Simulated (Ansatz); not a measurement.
Start from GaP in the zinc blende structure (space group F-43m, No. 216; a = 5.439 Å).

Levels (all Ansatz, a program for electronic structure, PAW, earlier PAW set): PBEsol (420 eV, scalar-relativistic without spin-orbit coupling); PBEsol+SOC (420 eV, with spin-orbit coupling).

The geometry is relaxed with PBEsol.

- PBEsol valence-band top at Γ = 0.00, 0.00, 0.00 eV
- PBEsol band gap = 1.45 eV

Question: How does going to PBEsol+SOC change the valence-band top at Γ, hole mass and band gap?

Answer: The valence-band top at Γ (three highest Kramers pairs, from the VBM) changes from 0.00, 0.00, 0.00 eV to 0.00, 0.00, -0.09 eV; the hole mass (degenerate bands, along [100]) comes out as 0.14, 0.36 mₑ (at Γ); the band gap drops by 0.028 eV (1.45 eV → 1.43 eV). The threefold valence maximum splits by Δso ≈ 0.09 eV.

Single points use the geometry relaxed with PBEsol. Differences between runs with and without spin-orbit coupling are approximate. Effective masses come from finite differences of ±0.01 Å⁻¹. Whether these cells are dynamically stable was not tested.
